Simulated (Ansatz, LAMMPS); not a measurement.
Ge well of 12 atomic layers along [001] in random Si0.2Ge0.8, interfaces graded over 4 layers

Cell 17.11 × 17.11 × 51.67 Å, Si80Ge568, 648 atoms. Prepared with Tersoff's 1989 multicomponent potential (SiCGe.tersoff) (LAMMPS): minimisation. 

These are PBE, support functions at accuracy medium on the grid of 370 eV (norm-conserving potentials; Ansatz, a quantum-chemistry and plane-wave program) values and carry that method's errors.

Basis: localised support functions (accuracy medium) on a full density matrix. k-points: zone centre alone; occupations: Fermi-Dirac, 0.010 eV; spin polarisation not allowed. No spin-orbit coupling.

The electronic character of the cell is no gap resolved at this smearing. The coordination (neighbours within 2.973 Å) is 100.0 % 4-fold, the Ge-Ge bonds, mean ± spread is 2.487 ± 0.006 Å and the Ge-Si bonds, mean ± spread comes out as 2.440 ± 0.007 Å. The Si-Si bonds, mean ± spread is 2.392 ± 0.005 Å and the bond angles, mean ± spread comes out as 109.5° ± 0.9°. The pressure is 0.26 GPa and the cost of the final run is around 30 core-minutes (rough), 15 SCF iterations, 14 GiB.
